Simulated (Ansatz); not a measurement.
Reference: ZnSe (F-43m), r2SCAN with spin-orbit coupling, rigid bands (plane waves, PAW; Ansatz, a quantum-chemistry and plane-wave program); axes and stresses refer to this cell.

```xyz
2
Lattice="0.0000 2.8167 2.8167 2.8167 0.0000 2.8167 2.8167 2.8167 0.0000" Properties=species:S:1:pos:R:3 pbc="T T T"
Zn     0.0000     0.0000     0.0000
Se     1.4083     1.4083     1.4083
```

The electron conductivity mass is 0.135 mₑ. The Seebeck coefficient, p-type 1e19 cm⁻³ is 301 μV/K and the band gap comes out as 1.82 eV.

### Question
Change: uniaxial stress along [001] of -2.4 GPa (compression positive). What happens to electron conductivity mass, Seebeck coefficient, p-type 1e19 cm⁻³, band gap?

### Answer
electron conductivity mass moves little, to 0.133 mₑ; Seebeck coefficient, p-type 1e19 cm⁻³ shrinks to 242 μV/K; band gap falls to 1.67 eV.

Masses are for dilute carriers at 300 K, harmonic means over directions unless an axis is named. Seebeck coefficients are for the stated density at 300 K, with one relaxation time for all states and whether or not that doping can be reached. Stresses and pressures are the targets of the relaxation.  The structure type is held under load, also where the real crystal would transform.
